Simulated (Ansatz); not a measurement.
**Several settings converged on MnGa2S4 (C2, 7 atoms in the cell)**

```
Mn(GaS2)2
1.0
   -2.71272     2.71272     5.11791
    2.71272    -2.71272     5.11791
    2.71272     2.71272    -5.11791
Mn Ga S
1 2 4
Cartesian
  2.71272   0.00000   2.60896
  0.00000   2.71272   2.55896
  0.00000   0.00000   5.11791
  1.41186  -1.30059   6.33546
  1.41214   1.30086  -1.21755
  1.30086   4.01331   1.21755
  1.30059   1.41186   3.90036
```
Moments meant for the start (each program seeds them in its own way; μB, in the order of the atoms Mn Ga Ga S S S S): 4.0 0.0 0.0 0.0 0.0 0.0 0.0.

Base method: PBEsol, default PAW files made with PBE (plane waves; Ansatz, a quantum-chemistry and plane-wave program).

Base settings: basis.ecutwfc = 420 eV; kpoints.mp_grid.grid = 3 3 3; hamiltonian.xc = pbesol; hamiltonian.pseudopotentials = {kind: paw} (the program's default PAW files); magnetization.spin_polarized = true; scf.occupations.method = fermi_dirac; scf.occupations.width = 0.05 eV.

The count of work is k-points × plane waves × bands × iterations; it is no time. Core times come from one kind of shared machine, to one figure; runs under 30 s give none.

**The cutoff for other potential files**

Level: DFT, PBEsol, plane waves, harder PAW files (source: ansatz) made with PBE.

In this ladder: hamiltonian.pseudopotentials = {kind: paw, source: ansatz}.

The second cell is the first with its lattice scaled by 0.98.

The mesh stays at the base's, so the ladder's end is converged at best in this setting alone.

The first pressure column holds Ansatz's estimate of the finite-basis (Pulay) stress, which hides part of the cutoff error; the other is without it.

Only quantities that move along the ladder and can be compared are tabulated.

```tsv
basis.ecutwfc	free energy less the last step's (meV/atom)	energy of the compressed cell less the first (meV/atom)	pressure (GPa)	pressure without the Pulay estimate (GPa)	largest difference of a force vector from the last step's (eV/Å)	count of work / last	core time / last (rough)
460 eV	11830.31	43.22	-1.30	-498.32	0.141	0.11	0.1
560 eV	1874.87	4.07	-0.51	-97.88	0.027	0.14	0.1
715 eV	91.54	16.36	-0.32	-7.06	0.004	0.21	0.2
865 eV	2.91	15.95	-0.30	-0.62	0.000	0.27	0.3
1020 eV	0.21	15.97	-0.30	-0.30	0.000	0.35	0.2
1225 eV	0.13	15.97	-0.30	-0.30	0.000	0.46	0.4
1530 eV	0.06	15.97	-0.30	-0.30	0.000	0.65	0.6
2040 eV	0.00	15.97	-0.30	-0.30	0.000	1.0	1
```

Coarsest basis.ecutwfc that holds the pressure without the Pulay estimate within 0.5 GPa of the last step, with all finer ones: 865 eV, at 0.27 of the last step's count of work and about 0.3 of the last step's time; the step before is off by 6.8 GPa.

Coarsest basis.ecutwfc that holds the forces within 0.02 eV/Å of the last step, with all finer ones: 715 eV, at 0.21 of the last step's count of work and about 0.2 of the last step's time; the step before is off by 0.027 eV/Å.

Coarsest basis.ecutwfc that holds the pressure within 0.1 GPa of the last step, with all finer ones: 715 eV, at 0.21 of the last step's count of work and about 0.2 of the last step's time; the step before is off by 0.21 GPa.

The energy difference between the two cells stays within 1 meV/atom of the last step's from 715 eV on, the total only from 1020 eV on: much of the error is common to both cells and cancels.

At the lowest cutoff the pressure without the Pulay estimate lies 498 GPa under the last step's, the usual sign of Pulay stress in an incomplete plane-wave basis.

**The density cutoff**

The mesh stays at the base's, so the ladder's end is converged at best in this setting alone.

Only quantities that move along the ladder and can be compared are tabulated.

| basis.ecutrho_ratio | free energy less the last step's (meV/atom) | pressure (GPa) |
|---|---|---|
| 2 | -5.01 | -0.08 |
| 3 | -0.07 | -0.31 |
| 4 | 0.00 | -0.31 |
| 5 | 0.00 | -0.31 |
| 6 | 0.00 | -0.31 |
| 8 | 0.00 | -0.31 |
| 10 | 0.00 | -0.31 |
| 12 | 0.00 | -0.31 |
| 16 | 0.00 | -0.31 |

Coarsest basis.ecutrho_ratio that holds the free energy within 0.5 meV/atom of the last step, with all finer ones: 3; the step before is off by 5.0 meV/atom.

Coarsest basis.ecutrho_ratio that holds the pressure within 0.1 GPa of the last step, with all finer ones: 3; the step before is off by 0.23 GPa.

**The relaxed cell against the cutoff**

On MnGa₂S₄ (I-4, 7 atoms in the cell): atoms on their sites.

In this ladder: relax = cell and atoms.

The mesh stays at the base's, so the ladder's end is converged at best in this setting alone.

Only quantities that move along the ladder and can be compared are tabulated.

| basis.ecutwfc | relaxed volume (Å³/atom) | relaxation steps | core time / last (rough) |
|---|---|---|---|
| 210 eV | 21.392 | 42 | 0.9 |
| 250 eV | 21.133 | 21 | 0.7 |
| 295 eV | 21.077 | 15 | 0.6 |
| 355 eV | 21.012 | 7 | 0.3 |
| 420 eV | 21.004 | 6 | 0.4 |
| 505 eV | 21.003 | 6 | 0.4 |
| 630 eV | 21.003 | 6 | 0.6 |
| 840 eV | 21.003 | 6 | 1 |

Coarsest basis.ecutwfc that holds the relaxed volume within 0.042 Å³/atom of the last step, with all finer ones: 355 eV, at about 0.3 of the last step's time; the step before is off by 0.074 Å³/atom.

At the lowest cutoff the cell relaxes to a volume 1.9 % larger than at the highest. Ansatz relaxes on a stress corrected for the finite basis.

On the base run: the starting cell comes from a database of computed structures (which also holds hypothetical and non-ambient phases and stackings), without a prior relaxation at this level. Its lattice was rescaled by up to half a per cent. One atom was moved a little off its site on purpose. With one magnetic atom in the cell only a parallel order is possible.

Keys are those of Ansatz 0.2.
